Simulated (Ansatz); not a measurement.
**How the equilibrium volume per atom of SnSe2 (model structure, started from the SiS2 type, Ibam, No. 72, 6 atoms in the cell) moves with the method**

No measured value is used here.

| level (code) | value (Å³/atom) |
|---|---|
| PBE (Ansatz) | 41.18 |
| PBEsol (Ansatz) | 32.78 |
| PBE-D3(BJ) (Ansatz) | 31.52 |

Ansatz's density-functional and Hartree–Fock values are scalar-relativistic unless marked +SOC, with PAW data made under PBE.

A model structure was made by putting elements into a prototype or built by hand; it is no filed structure, need not be a known phase, and can be a saddle point held by its symmetry.

Ansatz is a quantum-chemistry and plane-wave program.
